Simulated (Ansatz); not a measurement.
**TaN (model structure, from the NbAs type, I4₁md, No. 109): equilibrium lattice constant a by level of theory**

No measured value is used here.

```json
[
 {"level (code)": "LDA (Ansatz)", "value (Å)": "2.870"},
 {"level (code)": "PBE (Ansatz)", "value (Å)": "2.915"},
 {"level (code)": "PBE-D3(BJ) (Ansatz)", "value (Å)": "2.896"},
 {"level (code)": "r²SCAN (Ansatz)", "value (Å)": "[?]"},
 {"level (code)": "r²SCAN+rVV10 (Ansatz)", "value (Å)": "2.896"}
]
```

Problem. Fill in the missing entries.

Solution. 
- r²SCAN (Ansatz, a quantum-chemistry and plane-wave program), value (Å): 2.901

Density-functional levels without +SOC have no spin–orbit coupling. Cutoffs differ between the levels. Ansatz's density-functional and Hartree–Fock values are scalar-relativistic unless marked +SOC, with PAW data made under PBE.

A model structure was made by putting elements into a prototype or built by hand; it is no filed structure, need not be a known phase, and can be a saddle point held by its symmetry.
